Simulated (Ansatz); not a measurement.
A self-consistent single point of CaWF6 (R3, 8 atoms in the cell) with Ansatz (a first-principles code).

Method of the run: LDA (PW92)+U, default PAW files made with PBE (plane waves; Ansatz).

The change in words: lattice scaled by 0.98; basis.ecutwfc: 420 eV → 505 eV. Reference geometry:
```xyz
8
Lattice="2.8373 1.6381 5.0126 -2.8373 1.6381 5.0126 0.0000 -3.2762 5.0126" Properties=species:S:1:pos:R:3 pbc="T T T"
Ca     0.0000     0.0000     7.5688
W      0.0000     0.0000     0.0000
F     -1.2752     1.3316     6.2026
F      1.2752    -1.3316     8.8351
F     -0.5156    -1.7701     6.2026
F      0.5156     1.7701     8.8351
F      1.7908     0.4385     6.2026
F     -1.7908    -0.4385     8.8351
```
Moments meant for the start (each program seeds them in its own way; μB, in the order of the atoms Ca W F F F F F F): 0.0 1.0 0.0 0.0 0.0 0.0 0.0 0.0.

Reference input (self-consistent single point, DFT, LDA (PW92)+U, plane waves, default PAW files made with PBE): basis.ecutwfc = 420 eV; kpoints.mp_grid.grid = 3 3 3; hamiltonian.xc = lda; hamiltonian.pseudopotentials = {kind: paw} (the program's default PAW files); hamiltonian.hubbard.sites = [{species: W, l: d, u_eff: 6.2}] eV; hamiltonian.hubbard.projectors = ortho-atomic; magnetization.spin_polarized = true; scf.occupations.method = fermi_dirac; scf.occupations.width = 0.02 eV. This run's input differs from it in these lines:

Ansatz 0.2 input:
```diff
@@ -2,5 +2,5 @@
   lattice:
-    - [2.83728100, 1.63810500, 5.01256100]
-    - [-2.83728100, 1.63810500, 5.01256100]
-    - [0.00000000, -3.27621000, 5.01256100]
+    - [2.78053500, 1.60534300, 4.91231000]
+    - [-2.78053500, 1.60534300, 4.91231000]
+    - [0.00000000, -3.21068600, 4.91231000]
   atoms:
@@ -15,3 +15,3 @@
 basis:
-  ecutwfc: 420.0
+  ecutwfc: 505.0
 kpoints:
```

Output (repeated stretches shortened):

```
SCF iter   1: F=—  HF=-16671.251429 eV  |F-HF|=—  |Δ(HF+E_count)|=         —  Δρ=8.36e-2 (↑8.36e-2 ↓5.53e-2)  dr2=5.34e1  dr2_m=4.60e-1  M=1.149 μB ∫|m|=1.485 μB  β_m=0.30  ethr=3.10e-3  ⟨swp⟩=10.8  Hψ=2627  notcnv=0
all-band conjugate gradients solve this SCF's bands
preconditioner: auto → Resta (q_TF=auto, 2.432 Å⁻¹)
spin=Collinear: Resta preconditioning applied to the charge; magnetization (m = ρ↑ − ρ↓) channel mixes plain (no charge-response kernel on spin).
   [... lines left out ...]
iter 13 did not close the SCF: its close was put off for a magnetic moment that had not settled (scf_convergence_deferred on its scf_iter line)
SCF iter  13: F=-16667.021722 eV  HF=-16667.021722 eV  |F-HF|=6.90e-8  |Δ(HF+E_count)|=   1.16e-7  Δρ=6.10e-6 (↑4.19e-6 ↓6.10e-6)  dr2=8.92e-8  dr2_m=4.74e-9  M=2.000 μB ∫|m|=2.050 μB  β_m=0.79  ethr=1.52e-10  ⟨swp⟩=3.8  Hψ=2136  notcnv=0
SCF iter  14: F=-16667.021722 eV  HF=-16667.021722 eV  |F-HF|=3.89e-9  |Δ(HF+E_count)|=   5.28e-9  Δρ=1.77e-6 (↑1.13e-6 ↓1.77e-6)  dr2=6.39e-9  dr2_m=6.77e-10  M=2.000 μB ∫|m|=2.050 μB  ethr=1.35e-10  ⟨swp⟩=2.0  Hψ=1604  notcnv=0
SCF 1 converged in 14 iterations: F = -16667.021722 eV  dr2 = 6.39e-9
Crystal: 8 atoms, lattice volume = 131.563 Å³
Symmetry: 1 space group operations
k-points: 14 of 27 (time reversal used)
Initial density: read from a saved state, or passed on in memory by an earlier SCF of this step, an earlier step, the calling program or the single point that …
Starting moments: Σ|m| = 1 μB on 1 of 8 sites; this step starts from the density that it was given
Initial wavefunctions: those read from a saved state, or passed on in memory by an earlier step or the calling program
iter 1 solved again at ethr=9.62e-12 eV; its pass at ethr=1.52e-6 eV (dr2=6.35e-9 eV) is discarded
   [... lines left out ...]
preconditioner: auto → Resta (q_TF=auto, 2.432 Å⁻¹)
spin=Collinear: Resta preconditioning applied to the charge; magnetization (m = ρ↑ − ρ↓) channel mixes plain (no charge-response kernel on spin).
Absolute magnetization: 2.0562 μB (∫|ρ↑−ρ↓|, with the PAW one-centre terms)
Free energy (F): -16667.021722 eV
Fermi energy:    4.683421 eV
   [... lines left out ...]
--- Stress (GPa, compression-positive) ---
        1.257917      -0.000001       0.000000
        0.000001       1.257917       0.000000
       -0.000000       0.000000       2.020538
  P = ⅓ Tr σ = 1.5121 GPa (15.121 kbar)
  The stress holds the Pulay correction. Without it, at fixed plane waves, as pw.x and ABINIT print it: P = 1.5049 GPa
Occupation matrices written to occupation_matrices
```

The run converged in 17 iterations.  The full log also holds: “iter 13 did not close the SCF: its close was put off for a magnetic moment that had not settled (scf_convergence_deferred on its scf_iter line)”.

The starting cell comes from a database of computed structures (which also holds hypothetical and non-ambient phases and stackings), without a prior relaxation at this level. Its lattice was rescaled by up to half a per cent. One atom was moved a little off its site on purpose. For this run, on top of that: lattice scaled by 0.98. With one magnetic atom in the cell only a parallel order is possible. With U or open f shells several self-consistent states can exist. Ansatz's pressure includes its estimate of the finite-basis (Pulay) stress.

These are the values that this program gave, and no reference: magnets with a U can end in a higher state.

Cost on one core of a shared machine: roughly 40 s.
